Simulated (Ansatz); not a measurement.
Data:

```yaml
crystal:
  lattice:
    - [0.00000, 2.02711, 2.02711]
    - [2.04718, 0.00000, 2.02711]
    - [2.04718, 2.02711, 0.00000]
  atoms:
    - { symbol: Ag, position: [0.00000, 0.00000, 0.00000] }
```

No spin polarisation.

Computed with PBEsol, PAW, 420 eV (Ansatz, an electronic-structure program; no SOC), earlier PAW set. k-mesh 28×28×28 (Γ-centred); smearing 0.1 eV (Fermi–Dirac).

Q: Predict the stress, band gap and space group.

A: The stress (xx, yy, zz, yz, xz, xy; compression positive) comes out as (-1.4, -1.0, -1.0, 0.0, 0.0, 0.0) GPa. The band gap is zero. The space group is I4/mmm (No. 139).

The cells carry an imposed strain or load. No phonon test of stability was made. The cell was made from Ag in the fcc (Cu type) structure (space group Fm-3m, No. 225) by this change: uniaxial strain ε_xx = +0.99 %.
